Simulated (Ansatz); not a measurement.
Structures of equal composition on the (0001) surface of wurtzite GaN (Ga plane on top): 2x2 Mg adatom at H3; 2x2 Mg adatom at T4. The slabs share one bottom face, and each structure is named by its start. These are constructed structures in small cells; real faces may alloy, dewet or reconstruct in larger ones, and not all known structures of the face are among them. Slabs of about 14 Å, Fermi-Dirac smearing of 0.025 eV. Bottom of the slabs: H caps. Relaxed from the named starts with such symmetry as they have, on meshes of like density; energies extrapolated to zero smearing; spin only where a row says so; no spin-orbit coupling, no U. Brackets mark spin-polarised runs, whose order is one that fits the cell. Where a second, spin-polarised start was run, the lower counts.

Level of theory: PBE (plane waves to 420 eV, PAW; Ansatz, an electronic-structure program).

Question: Put the candidates in order of energy per 1x1 cell, lowest first, for PBE.

Answer: 2x2 Mg adatom at T4 (0.000 eV [spin, 1.0 μB a cell], no gap on the mesh), 2x2 Mg adatom at H3 (0.013 eV [spin, 1.0 μB a cell], no gap on the mesh)
